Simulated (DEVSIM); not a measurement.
Device: abrupt GaAs p-n junction, at 250 K.

Layer 1 from the left is GaAs, thickness (μm) 84.0, Na (cm⁻³) 1.4e15, τn (s) 4.1e-8, τp (s) 4.1e-8. Layer 2 from the left is GaAs, thickness (μm) 0.610, Nd (cm⁻³) 8.9e16, τn (s) 4.1e-8, τp (s) 4.1e-8.

Left contact: ohmic. Right contact: ohmic. Voltage is applied to the left contact. Recombination: SRH at mid-gap, radiative, Auger. Mobility is constant in doping.

This is a model device: material constants are rounded textbook-type values typed into the input, and sizes, dopings and lifetimes were drawn at random. Values at 300 K; Nc and Nv go as T^1.5, mobilities as T to minus their exponent, the gap by Varshni's rule with the affinity fixed.

GaAs: gap (eV) 1.424, affinity (eV) 4.07, permittivity 12.9, Nc (cm⁻³) 4.7e17, Nv (cm⁻³) 9e18, μn (cm²/Vs) 8500, μp (cm²/Vs) 400, T exponent of μn 2.1, T exponent of μp 2.2, B (cm³/s) 2e-10, Cn (cm⁶/s) 1e-30, Cp (cm⁶/s) 1e-30, Varshni α (eV/K) 0.000541, Varshni β (K) 204.

Model (solved in DEVSIM): 1D drift-diffusion, Boltzmann statistics, complete ionisation; no tunnelling, impact ionisation, image-force lowering or self-heating.

Dark forward current:

| |V| (V) | |J| (A/cm²) |
|---|---|
| 0.10 | 3.727e-13 |
| 0.15 | 1.282e-12 |
| 0.20 | 4.264e-12 |
| 0.25 | 1.406e-11 |
| 0.30 | 4.634e-11 |
| 0.35 | 1.529e-10 |
| 0.40 | 5.053e-10 |
| 0.45 | 1.675e-9 |
| 0.50 | 5.568e-9 |
| 0.55 | 1.859e-8 |
| 0.60 | 6.245e-8 |
| 0.65 | 2.119e-7 |
| 0.70 | 7.339e-7 |
| 0.75 | 2.662e-6 |
| 0.80 | 1.073e-5 |
| 0.85 | 5.302e-5 |
| 0.90 | 0.0003436 |
| 0.95 | 0.002790 |
| 1.00 | 0.02493 |
| 1.05 | 0.1876 |
| 1.10 | 0.7888 |
| 1.15 | 1.991 |
| 1.20 | 3.867 |
| 1.25 | 6.513 |
| 1.30 | 10.02 |
| 1.35 | 14.49 |

Problem. Work out the local ideality factor n = ΔV / (kT/q · ln(J2/J1)) between the rows 0.10 and 0.15 V, 0.95 and 1.00 V, 1.30 and 1.35 V.

Solution. kT/q = 21.54 mV. From 0.10 to 0.15 V: ln(1.282e-12/3.727e-13) = 1.235, n = 1.88, near the 2 of recombination in the depletion region. From 0.95 to 1.00 V: ln(0.02493/0.002790) = 2.190, n = 1.06, near the 1 of diffusion or emission over a barrier. From 1.30 to 1.35 V: ln(14.49/10.02) = 0.369, n = 6.29.

Problem. Estimate the current at 0.95 V from the Shockley equation with J0 = Σ q ni² D/(N L) coth(W/L), τ joining the SRH, radiative and Auger lifetimes that are on, and W taken as the whole layer.

Solution. ni² = 1.70e7 cm⁻⁶; electrons in the p layer: μ = 12500 cm²/Vs, D = 269 cm²/s, τ = 4.05e-8 s, L = 33.0 μm, W/L = 2.5, term 1.61e-22 A/cm²; holes in the n layer: μ = 597 cm²/Vs, D = 12.9 cm²/s, τ = 2.37e-8 s, L = 5.52 μm, W/L = 0.11, term 6.50e-24 A/cm². J0 = 1.67e-22 A/cm², and J = J0 exp(qV/kT) = 0.00238 A/cm². The simulation gives 0.00279 A/cm²; the estimate lies 15 % below. The estimate leaves out recombination in the depletion region and that region's share of W.
